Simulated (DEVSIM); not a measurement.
Structure: W/HfO2/p-Si capacitor, at 500 K.

```tsv
layer (left to right)	material	thickness (nm)	Na (cm⁻³)
1	HfO2	2.50	-
2	Si	5900	9.4e15
```

Metal gate on the left, work function 4.6 eV. Fixed charge at the semiconductor interface -3.6e10 cm⁻² (in units of +e); no interface traps.

This is a model device: material constants are rounded textbook-type values typed into the input, and sizes, dopings and lifetimes were drawn at random. Values at 300 K; Nc and Nv go as T^1.5, mobilities as T to minus their exponent, the gap by Varshni's rule with the affinity fixed.

| parameter | HfO2 | Si |
|---|---|---|
| gap (eV) | 5.7 | 1.124 |
| affinity (eV) | 2.5 | 4.05 |
| permittivity | 22 | 11.7 |
| Nc (cm⁻³) | - | 2.86e19 |
| Nv (cm⁻³) | - | 3.1e19 |
| Varshni α (eV/K) | - | 0.000473 |
| Varshni β (K) | - | 636 |

Simulated with DEVSIM: 1D Poisson equation in equilibrium, Boltzmann statistics, complete ionisation; no quantum confinement or tunnelling. Metal contacts follow the ideal Schottky-Mott rule: no Fermi-level pinning, no interface dipoles.

Task: Tabulate band edges, carrier densities and field at 0.1 V on the gate.

Result: Energies count from the Fermi level of the right contact; mesh points crowd at the junctions.

```csv
x (μm),Ec (eV),Ev (eV),n (cm⁻³),p (cm⁻³),field (V/cm)
0.000,2.000,-3.700,< 1e2,< 1e2,16000
0.0009341,2.002,-3.699,< 1e2,< 1e2,16000
0.001869,2.003,-3.697,< 1e2,< 1e2,16000
0.002811,0.455,-0.611,1.6e15,4.7e13,24000
0.005406,0.461,-0.605,1.4e15,5.4e13,23000
0.01020,0.472,-0.594,1.1e15,6.9e13,22000
0.02067,0.494,-0.571,6.4e14,1.2e14,21000
0.05476,0.557,-0.509,1.5e14,5.0e14,16000
0.1178,0.631,-0.435,2.7e13,2.8e15,8000
0.2553,0.678,-0.387,9.0e12,8.4e15,910
0.5549,0.683,-0.382,8.0e12,9.4e15,≈ 0
1.531,0.683,-0.382,8.0e12,9.4e15,≈ 0
3.238,0.683,-0.382,8.0e12,9.4e15,≈ 0
4.681,0.683,-0.382,8.0e12,9.4e15,≈ 0
5.476,0.683,-0.382,8.0e12,9.4e15,≈ 0
5.707,0.683,-0.382,8.0e12,9.4e15,≈ 0
5.811,0.683,-0.382,8.0e12,9.4e15,≈ 0
5.861,0.683,-0.382,8.0e12,9.4e15,≈ 0
5.889,0.683,-0.382,8.0e12,9.4e15,≈ 0
5.897,0.683,-0.382,8.0e12,9.4e15,≈ 0
5.901,0.683,-0.382,8.0e12,9.4e15,≈ 0
5.902,0.683,-0.382,8.0e12,9.4e15,≈ 0
```
